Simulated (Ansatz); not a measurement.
Base system: AlAs in the zinc blende structure (space group F-43m, No. 216; a = 5.675 Å). Axes: x, y, z lie along the cube axes.

All numbers come from DFT with PBEsol, PAW potentials and a 420 eV plane-wave cutoff in Ansatz (a program for electronic structure), no spin-orbit coupling.

A first run, uniaxial strain ε_yy = +0.55 %, gives secant values C11 ≈ 110 GPa and C12 ≈ 53 GPa from its stress. A second run applies isotropic strain −2.97 %.

Q: What does linear elasticity predict for the bulk modulus −ΔP/(ΔV/V₀) in the second run, and what does the run give?

A: Linear elasticity: (C11 + 2 C12)/3 = 72 GPa. The run gives 91 GPa; any difference comes from nonlinear terms at these strains and numerical noise.

Stability against distortions was not tested.
